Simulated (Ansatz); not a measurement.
The parent structure is Ir in the fcc (Cu type) structure (space group Fm-3m, No. 225; a = 3.8444 Å).

Calculations: r2SCAN in Ansatz (plane waves to 500 eV, PAW, without spin-orbit coupling).

For the base:

| Item | Value |
|---|---|
| Density | 22.47 g/cm³ |
| Shortest interatomic distance | 2.718 Å |

Perturbation: full substitution Ir → Au; the structure is relaxed again.

Question: Estimate the effect on the density and shortest interatomic distance.

Answer: The density decreases by 3.82 g/cm³ to 18.65 g/cm³; the shortest interatomic distance grows by 0.198 Å (2.718 Å → 2.916 Å).

No phonon test of stability was made. All final runs are without spin polarisation.

Ansatz is a first-principles code.
